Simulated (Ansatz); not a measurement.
## Al3Sc: stress against strain

Al3Sc (L1_2, Pm-3m, 16.885 Å³/atom at rest, cube axes along x, y and z) under a strain ε along a cube axis (axis z), the other axes held. PBEsol in Ansatz, a plane-wave DFT program (PAW, default set), 420 eV, 14×14×14 Γ-centred mesh, Fermi-Dirac smearing 0.10 eV; ions are relaxed within the symmetry of each cell. Stress is positive for a compressed cell.

Here s stands for strain and y for stress zz.

```
strain (%)  stress zz (GPa)
----------  ---------------
-1.20                  2.34
-0.60                  1.15
0.00                   0.00
0.60                  -1.12
1.20                  -2.20
3.00                      ?
```

Problem. Fit y against s with a straight line, and predict the withheld value at s = 3.00.

Solution. Means: s 0, y 0.034. About the means, the sum of products is -6.8100 and the sum of squares of s is 3.6000; the slope is their ratio. Least squares gives y = 0.034 - 1.8917·s. Residuals (row less fit): 0.036, -0.019, -0.034, -0.019, 0.036; standard error 0.039 (degrees of freedom: 3). The slope gives the elastic constant C11 = 189 ± 2 GPa. At the withheld row, y = 0.034 - 1.8917 × 3.0 = -5.641 GPa. The calculation gives -5.22 GPa, 0.421 GPa above the prediction (5.6 % of the range of y in the table). The row lies outside the fitted rows, so this is an extrapolation. From the scatter of the fitted rows alone, a prediction at this place has a standard error of 0.074 GPa, so the miss is 5.7 times that.

One order more, fitted to all 11 runs of the series, follows each within 0.01, so the miss is the next term of a smooth law. In a metal these values are sensitive to mesh and smearing; energies are taken to zero smearing, stresses follow the free energy. Rows are the converged runs of the series near zero and its far end; series whose fitted rows scatter by over a few per cent of the range, as at a crossing or softening among them, aren't shown in this form. Most that stay on the fit to the last digits aren't either.
